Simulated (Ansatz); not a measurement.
## AlP (model structure, within 0.1 Å of Fm-3m, No. 225, 8 atoms in the cell)

Computed with PBEsol (Ansatz, a quantum-chemistry and plane-wave program, PAW).

Run with plane-wave cutoff 520 eV, 6×16×14 k mesh (along the axes of the cell as run), Fermi–Dirac smearing 0.05 eV, scalar-relativistic PAW data made under PBE.

Cell (relaxed at this level):

AlP has the cubic space group Fm-3m (No. 225), the rock salt structure, Pearson symbol cF8. Conventional cell: a = b = c = 5.0335 Å, α = β = γ = 90.00°. Al on 4a is coordinated by 6 P at 2.517 Å (octahedral). P on 4b sees 6 Al at 2.517 Å (octahedral). (Neighbours: up to the widest gap in distance over summed covalent radii, below 1.35, at either atom; cation-cation and far metal-metal contacts left out.)

```json
{
 "band_gap": "zero (no gap)",
 "bulk_modulus": "109 GPa"
}
```

Note: the bulk modulus is −V dP/dV from two relaxed cells at ±2 % in volume.

Cost on a shared machine: around 7 core-minutes (rough).

A model structure was made by putting elements into a prototype or built by hand; it is no filed structure, need not be a known phase, and can be a saddle point held by its symmetry.
